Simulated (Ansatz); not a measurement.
Consider the following.

```
GaSb
1.0
    4.37960     0.00000     0.00000
    0.00000     4.37960     0.00000
    2.18980    -2.18980     3.04024
Ga Sb
1 1
Direct
  0.00000   0.00000   0.00000
  0.75000   0.75000   0.50000
```

No spin polarisation.

All numbers come from DFT with r2SCAN, PAW potentials and a 500 eV plane-wave cutoff in Ansatz (a quantum-chemistry and plane-wave program), scalar-relativistic without spin-orbit coupling. k-mesh 13×13×13 (Γ-centred); smearing 0.05 eV (Fermi–Dirac).

Question: What valence-band top at Γ (three highest levels, from the VBM) does the calculation give?

Answer: 0.00, -0.11, -0.11 eV.

Question: What is the computed mean in-plane stress (compression positive)?

Answer: -0.9 GPa.

Question: What space group does the calculation give?

Answer: I-4m2 (No. 119).

Question: What band gap does the calculation give?

Answer: 0.25 eV.

With Sb present, leaving out spin-orbit coupling can change the band edges. The cells carry an imposed strain or load. No phonon test of stability was made. The cell was made from GaSb in the zinc blende structure (space group F-43m, No. 216) by this change: biaxial strain +1.00 %, plane normal [001], relaxed out of plane. The zero or small gap of GaSb under biaxial strain +1.00 %, plane normal [001], relaxed out of plane can change with the level of theory.
